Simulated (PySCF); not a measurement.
PySCF 2.14.0, B3LYP/def2-svp, df: Hf(Br)2(OSiH3)2 ([SiH3][O][Hf]([Br])([Br])[O][SiH3]), 13 atoms. The geometry is a generated start, not checked to be a minimum at this level.

```json
{
 "task": "energy",
 "method": "b3lyp",
 "basis": "def2-svp",
 "two_electron_scheme": "density fitting",
 "mol.max_memory": "3000 MB",
 "mf.max_cycle": "100",
 "mf.init_guess": "minao (default)",
 "mf.DIIS": "CDIIS (default)",
 "mf.diis_space": "8 (default)",
 "mf.conv_tol": "1e-09 (default)",
 "mf.grids.level": "3 (default)",
 "effective_core_potentials": "those of the basis set, past Kr",
 "basis_functions": "190",
 "grid_points": "190016"
}
```

```xyz
13

Hf    -0.7625     1.2574     0.5976
Br    -1.8844     3.4100     0.8733
Br    -0.7813     0.3227     2.8692
O      1.0383     1.4786     0.1542
Si     2.1692     0.3552    -0.0781
H      3.4366     0.9734     0.3052
H      2.1392    -0.0495    -1.4912
H      1.8590    -0.8002     0.7990
O     -1.7725     0.0852    -0.4475
Si    -1.4336    -1.4427    -0.8290
H     -0.5378    -1.9888     0.2213
H     -0.7593    -1.4530    -2.1350
H     -2.7108    -2.1483    -0.8390
```

Charge 0 and multiplicity 1 are set for this test and not shown to be the ground state.

One run each on 2 threads, 1 BLAS thread. Values of level_shift (Hartree) tried: 0 (default), 0.1, 0.3, 1.

**Question.** Which value of level_shift (Hartree) needs the fewest Fock builds, and what happens away from it?

**Answer.** Fewest Fock builds, within one of each other: 0 (default) with 14, 0.1 with 13. The count rises to 35 at 1. All converge to one solution.

```
level_shift (Hartree)  Fock builds            end
---------------------  -----------  -------------
0 (default)                     14  same solution
0.1                             13  same solution
0.3                             16  same solution
1                               35  same solution
```
